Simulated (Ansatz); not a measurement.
The starting structures come from a database of crystals and need not be the phases stable at ambient conditions.

Tunnelling through a barrier is set by its complex band structure: the current falls as exp(−2κd) with the smallest κ.

Consider the following.

```xyz
14
Lattice="5.9309 0.0000 0.0000 -2.9655 5.2731 0.0000 0.0000 0.0000 10.5869" Properties=species:S:1:pos:R:3 pbc="T T T"
Sr     2.9655     0.0000     7.9402
Sr     2.9655     0.0000     2.6467
Al     2.9592     2.7486     5.2934
Al     0.0063     2.5244     5.2934
Al    -0.0063     2.5244     0.0000
Al     2.9717     2.7486     0.0000
S      4.3539     0.9406     5.2934
S     -1.3884     4.3325     5.2934
S      1.3884     4.3325     0.0000
S      1.5770     0.9406     0.0000
S     -1.4827     2.6365     8.8810
S     -1.4827     2.6365     1.7059
S      1.4827     2.6365     6.9993
S      1.4827     2.6365     3.5876
```

Space group of this cell: Cccm. The cell is taken as given; by PBEsol its mean pressure is -0.5 GPa.

Transport runs along the normal of the first two printed cell vectors.

The gap is the functional's own, uncorrected, and κ follows it; spin-orbit coupling is left out. Mid-gap values are interpolated between the computed energies.

**Question.** Give the band gap and the smallest decay constant κ at mid-gap that PBEsol (Ansatz, a quantum-chemistry and plane-wave program) yields.

**Answer.** Gap 3.83 eV on a 6×6×4 mesh; κ = 0.260 1/Å, at the zone centre.
